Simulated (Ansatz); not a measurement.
```yaml
crystal:
  lattice:
    - [13.00000, 0.00000, 0.00000]
    - [0.00000, 13.00000, 0.00000]
    - [0.00000, 0.00000, 5.16490]
  atoms:
    - { symbol: Se, position: [0.43866, 0.43269, 0.00144] }
    - { symbol: Se, position: [0.43866, 0.56731, 0.68828] }
    - { symbol: Te, position: [0.56058, 0.50000, 0.34486] }
```

These are PBE+D3(BJ) (plane waves to 420 eV, PAW; Ansatz, a program for electronic structure) values and carry that method's errors. Mesh 1×1×6. No spin polarisation. Isolated but for its images some 11 Å away. A model cut from a filed crystal. Symmetry and one short period hold its shape; lower forms weren't sought. Pairing along the axis, which can open a gap, is among the distortions not tried. Values not marked SOC lack spin–orbit coupling.

Task: Tabulate the two highest filled and two lowest empty levels along the axis, from the valence top.

Result: 
```
k (2π/c)  v2 (eV)  v1 (eV)  c1 (eV)  c2 (eV)
--------  -------  -------  -------  -------
0.000       -1.44    -0.04     2.72     2.76
0.042       -1.42    -0.04     2.66     2.81
0.083       -1.35    -0.04     2.58     2.87
0.125       -1.25    -0.04     2.50     2.92
0.167       -1.13    -0.04     2.42     2.94
0.208       -0.99    -0.03     2.34     2.93
0.250       -0.85    -0.03     2.26     2.88
0.292       -0.71    -0.03     2.18     2.81
0.333       -0.55    -0.03     2.10     2.72
0.375       -0.39    -0.03     2.02     2.65
0.417       -0.27    -0.03     1.95     2.58
0.458       -0.23    -0.01     1.90     2.55
0.500       -0.24     0.00     1.88     2.53
```
